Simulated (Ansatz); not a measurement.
We consider cubic perovskite KNiF3, described by rVV10 (Ansatz, a quantum-chemistry and plane-wave program, plane waves, PAW).

Numerical settings: plane-wave cutoff 520 eV, 8×8×8 k mesh, Fermi–Dirac smearing 0.01 eV, spin-polarised with parallel moments, scalar-relativistic PAW data made under PBE.

Cell (relaxed at this level):

```
CELL_PARAMETERS angstrom
      4.05297     0.00000     0.00000
      0.00000     4.05297     0.00000
      0.00000     0.00000     4.05297
ATOMIC_POSITIONS crystal
  K  0.00000 0.00000 0.00000
  Ni 0.50000 0.50000 0.50000
  F  0.50000 0.00000 0.50000
  F  0.00000 0.50000 0.50000
  F  0.50000 0.50000 0.00000
```
Starting moments (μB, in the order of the record's atoms K Ni F F F): 0.0 2.0 0.0 0.0 0.0.

Give the computed bulk modulus B0, Γ–Γ gap, smallest direct gap on the k points sampled, band gap and pressure derivative B′ of the bulk modulus.


bulk modulus B0: 82.6 GPa
Γ–Γ gap: 1.83 eV
smallest direct gap on the k points sampled: 1.13 eV
band gap: 0.84 eV (indirect)
pressure derivative B′ of the bulk modulus: 4.7

Note: the magnetic order was assumed, not searched for or taken from measurement; without U or exact exchange, gaps and moments of open d shells tend to come out too small.

Computed values are for the static lattice.
